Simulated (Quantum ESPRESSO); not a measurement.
# Several settings converged on In (I4/mmm, 1 atom in the cell)

```
In
1.0
   -1.62987     1.62987     2.48243
    1.62987    -1.62987     2.48243
    1.62987     1.62987    -2.48243
In
1
Direct
  0.00000   0.00000   0.00000
```

Base method: PBE, PSlibrary PAW (PBE) pseudopotentials (plane waves; Quantum ESPRESSO).

Base settings: ecutwfc = 50 Ry; ecutrho = 300 Ry; occupations = smearing; smearing = fermi-dirac; degauss = 0.0073499 Ry; potentials = {In: In.pbe-dn-kjpaw_psl.1.0.0.UPF}; K_POINTS = automatic 10 10 10 0 0 0; conv_thr = 1e-10 Ry; mixing_beta = 0.4.

The count of work is k-points × plane waves × bands × iterations; it is no time. 

**The k-point mesh at a smearing width of 0.02 eV**

In this ladder: degauss = 0.00147 Ry.

Only quantities that move along the ladder and can be compared are tabulated.

| K_POINTS | free energy less the last step's (meV/atom) | pressure (GPa) | count of work / last |
|---|---|---|---|
| automatic 5 5 5 0 0 0 | 49.05 | 0.96 | 0.012 |
| automatic 6 6 6 0 0 0 | -27.47 | -0.31 | 0.021 |
| automatic 7 7 7 0 0 0 | 9.34 | -0.38 | 0.024 |
| automatic 9 9 9 0 0 0 | 15.47 | 0.15 | 0.046 |
| automatic 11 11 11 0 0 0 | 2.09 | -0.01 | 0.077 |
| automatic 13 13 13 0 0 0 | -1.91 | 0.03 | 0.12 |
| automatic 15 15 15 0 0 0 | 0.53 | -0.07 | 0.18 |
| automatic 23 23 23 0 0 0 | -0.55 | -0.01 | 0.57 |
| automatic 28 28 28 0 0 0 | 0.00 | 0.01 | 1.0 |

Coarsest K_POINTS that holds the free energy within 5 meV/atom of the last step, with all finer ones: automatic 11 11 11 0 0 0, at 0.077 of the last step's count of work; the step before is off by 15 meV/atom.

Coarsest K_POINTS that holds the pressure within 0.05 GPa of the last step, with all finer ones: automatic 23 23 23 0 0 0; the step before is off by 0.08 GPa.

**The width of Gaussian smearing**

In this ladder: smearing = gaussian; K_POINTS = automatic 16 16 16 0 0 0.

Narrow widths need finer meshes than wide ones, so the last steps can hold mesh noise.

Only quantities that move along the ladder and can be compared are tabulated; pressure and forces are left out, as mesh noise rules them at narrow widths.

| degauss | free energy less the last step's (meV/atom) | energy extrapolated to zero width less the last step's (meV/atom) |
|---|---|---|
| 0.073499 Ry | -115.95 | 2.04 |
| 0.036749 Ry | -27.74 | 0.95 |
| 0.02205 Ry | -9.50 | 0.39 |
| 0.0147 Ry | -3.93 | 0.29 |
| 0.0073499 Ry | -0.70 | 0.10 |
| 0.0036749 Ry | 0.00 | 0.00 |

Widest degauss that holds the energy extrapolated to zero width within 0.5 meV/atom of the last step, with all finer ones: 0.02205 Ry; the step before is off by 0.95 meV/atom.

Widest degauss that holds the free energy within 5 meV/atom of the last step, with all finer ones: 0.0147 Ry; the step before is off by 9.5 meV/atom.

The extrapolation to zero width removes most of the smearing's effect on the energy.

**The number of bands**

The mesh stays at the base's, so the ladder's end is converged at best in this setting alone.

Only quantities that move along the ladder and can be compared are tabulated.

```csv
nbnd,free energy less the last step's (meV/atom),pressure (GPa),count of work / last
7,8.95,0.18,0.23
8,0.00,-0.01,0.26
9,0.00,-0.01,0.30
10,0.00,0.00,0.29
11,0.00,-0.01,0.32
13,0.00,-0.01,0.38
17,0.00,-0.01,0.50
39,0.00,-0.01,1.0
```

Coarsest nbnd that holds the free energy within 5 meV/atom of the last step, with all finer ones: 8, at 0.26 of the last step's count of work; the step before is off by 8.9 meV/atom.

Coarsest nbnd that holds the pressure within 0.05 GPa of the last step, with all finer ones: 8, at 0.26 of the last step's count of work; the step before is off by 0.19 GPa.

On the base run: the starting cell has typed, rounded lattice constants, without a prior relaxation at this level. Its lattice was rescaled by up to half a per cent.

Left out of this page: 2 runs of the series outside the window shown, repeating another row's setting, or not comparable.
